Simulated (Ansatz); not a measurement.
Li3SCl (model structure, started from the Li3OCl type, Pm-3m, No. 221, 5 atoms in the cell) was calculated with G0W0@PBEsol+SOC in Ansatz (hard PAW, contour deformation, complete-basis limit, spin–orbit shift from PBEsol).

Settings: largest k mesh 6×6×6 (not extrapolated in the mesh).

Cell (relaxed with PBEsol):

```yaml
crystal:
  lattice:
    - [4.54518, 0.00000, 0.00000]
    - [0.00000, 4.54518, 0.00000]
    - [0.00000, 0.00000, 4.54518]
  atoms:
    - { symbol: Li, position: [0.00000, 0.50000, 0.50000] }
    - { symbol: Li, position: [0.50000, 0.00000, 0.50000] }
    - { symbol: Li, position: [0.50000, 0.50000, 0.00000] }
    - { symbol: Cl, position: [0.00000, 0.00000, 0.00000] }
    - { symbol: S, position: [0.50000, 0.50000, 0.50000] }
```

### Question
Estimate the band gap that the calculation returns.

### Answer

- band gap: 6.20 eV

Note: spin–orbit coupling enters as the shift of the gap found with a semilocal functional; the relaxation could raise the start's symmetry but not lower it, so the cell can be a saddle point.

Static lattice: no zero-point or thermal effects.

A model structure was made by putting elements into a prototype or built by hand; it is no filed structure, need not be a known phase, and can be a saddle point held by its symmetry.

Ansatz is an electronic-structure program.
